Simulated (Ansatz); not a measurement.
Ge2Sb2Te5, pressure series

Start from Ge2Sb2Te5 (space group P-3m1, No. 164; a = 4.2933 Å, c = 17.6342 Å).

Cell and atoms are relaxed at each pressure.

Levels (all Ansatz, a quantum-chemistry and plane-wave program, PAW): PBE (420 eV, no spin-orbit coupling); r2SCAN (500 eV, no SOC).

The base cell above is that of PBE; each level relaxes its own structures.

| case | volume per atom, PBE | volume per atom, r2SCAN |
|---|---|---|
| pressure 0.9 GPa | 30.13 Å³ | 29.94 Å³ |
| pressure 2.1 GPa | 29.25 Å³ | 29.06 Å³ |
| pressure 4.5 GPa | 27.96 Å³ | 27.78 Å³ |
| pressure 9 GPa | 26.21 Å³ | 26.07 Å³ |
| pressure 15 GPa | 24.48 Å³ | 24.38 Å³ |
| pressure 30 GPa | 21.40 Å³ | 21.43 Å³ |

The two levels differ by at most about 0.20 Å³. They put the cases in the same order.

The mesh was chosen for an insulator and is coarse for the gapless case. Load acts through the strain it causes; cell and atoms are relaxed under it. Whether these cells are dynamically stable was not tested. No other phases were tried under pressure. The final runs are not spin-polarised.
